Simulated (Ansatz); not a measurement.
Start from GaP in the zinc blende structure (space group F-43m, No. 216; a = 5.4513 Å). Axes: x, y, z lie along the cube axes.

Level of theory: r2SCAN/PAW in Ansatz (a first-principles code), without spin-orbit coupling.

Strains are applied to the cell and any free atomic positions relax; under biaxial strain the out-of-plane vector relaxes too.

One change was made to it. Results:

```tsv
quantity	base	after
pressure (mean of the normal stresses, compression positive)	0.00 GPa	2.17 GPa
valence-band top at Γ (three highest levels, from the VBM)	0.00, 0.00, 0.00 eV	0.00, 0.00, -0.24 eV
band gap	1.85 eV	1.62 eV
```

Which of these changes matches the shifts?
(A) biaxial strain −2.00 %, plane normal [001], relaxed out of plane
(B) biaxial strain −1.00 %, plane normal [001], relaxed out of plane
(C) biaxial strain −1.50 %, plane normal [001], relaxed out of plane

A, biaxial strain −2.00 %, plane normal [001], relaxed out of plane. For comparison, the band gap in the other runs: biaxial strain −1.50 %, plane normal [001], relaxed out of plane gives 1.68 eV; biaxial strain −1.00 %, plane normal [001], relaxed out of plane gives 1.73 eV.

No phonon test of stability was made.
